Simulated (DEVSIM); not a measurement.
System: abrupt Si p-n junction, at 300 K.

Layer 1 from the left is Si, thickness (μm) 2.10, Na (cm⁻³) 6.1e16, τn (s) 0.00014, τp (s) 0.00014. Layer 2 from the left is Si, thickness (μm) 93.0, Nd (cm⁻³) 3e15, τn (s) 0.00014, τp (s) 0.00014.

Left contact: ohmic. Right contact: ohmic. Voltage is applied to the left contact. Recombination: SRH at mid-gap, radiative, Auger. Mobility is μmin + (μ − μmin)/(1 + (N/Nref)^α).

Constants are typed, rounded textbook-type inputs, not results; the design itself was drawn at random and stands for no fabricated device. Values at 300 K.

Si: gap (eV) 1.124, affinity (eV) 4.05, permittivity 11.7, Nc (cm⁻³) 2.86e19, Nv (cm⁻³) 3.1e19, μn (cm²/Vs) 1417, μp (cm²/Vs) 470, μn,min 52, μp,min 45, Nref,n 9.7e16, Nref,p 2.2e17, αn 0.68, αp 0.72, B (cm³/s) 4.7e-15, Cn (cm⁶/s) 2.8e-31, Cp (cm⁶/s) 9.9e-32.

DEVSIM, 1D drift-diffusion, Boltzmann statistics, complete ionisation; no tunnelling, impact ionisation, image-force lowering or self-heating.

Dark forward current:

| |V| (V) | |J| (A/cm²) |
|---|---|
| 0.05 | 2.948e-10 |
| 0.10 | 2.080e-9 |
| 0.15 | 1.380e-8 |
| 0.20 | 9.318e-8 |
| 0.25 | 6.373e-7 |
| 0.30 | 4.386e-6 |
| 0.35 | 3.027e-5 |
| 0.40 | 0.0002091 |
| 0.45 | 0.001444 |
| 0.50 | 0.009944 |
| 0.55 | 0.06701 |
| 0.60 | 0.4022 |
| 0.65 | 1.737 |
| 0.70 | 5.015 |
| 0.75 | 10.85 |
| 0.80 | 19.57 |
| 0.85 | 31.35 |
| 0.90 | 46.33 |
| 0.95 | 64.56 |
| 1.00 | 86.12 |
| 1.05 | 111.0 |
| 1.10 | 139.3 |
| 1.15 | 171.1 |
| 1.20 | 206.2 |
| 1.25 | 244.9 |
| 1.30 | 287.0 |

Task: Work out the local ideality factor n = ΔV / (kT/q · ln(J2/J1)) between the rows 0.15 and 0.20 V, 0.35 and 0.40 V, 1.25 and 1.30 V.

Result: kT/q = 25.85 mV. From 0.15 to 0.20 V: ln(9.318e-8/1.380e-8) = 1.910, n = 1.01, near the 1 of diffusion or emission over a barrier. From 0.35 to 0.40 V: ln(0.0002091/3.027e-5) = 1.933, n = 1.00, near the 1 of diffusion or emission over a barrier. From 1.25 to 1.30 V: ln(287.0/244.9) = 0.159, n = 12.19.

Task: Estimate the current at 0.35 V from the Shockley equation with J0 = Σ q ni² D/(N L) coth(W/L), τ joining the SRH, radiative and Auger lifetimes that are on, and W taken as the whole layer.

Result: ni² = 1.16e20 cm⁻⁶; electrons in the p layer: μ = 841 cm²/Vs, D = 21.7 cm²/s, τ = 0.000128 s, L = 528 μm, W/L = 0.0040, term 3.15e-11 A/cm²; holes in the n layer: μ = 452 cm²/Vs, D = 11.7 cm²/s, τ = 0.000140 s, L = 404 μm, W/L = 0.23, term 7.90e-12 A/cm². J0 = 3.94e-11 A/cm², and J = J0 exp(qV/kT) = 2.99e-5 A/cm². The simulation gives 3.03e-5 A/cm²; the estimate lies 1.2 % below. The estimate leaves out recombination in the depletion region and that region's share of W.
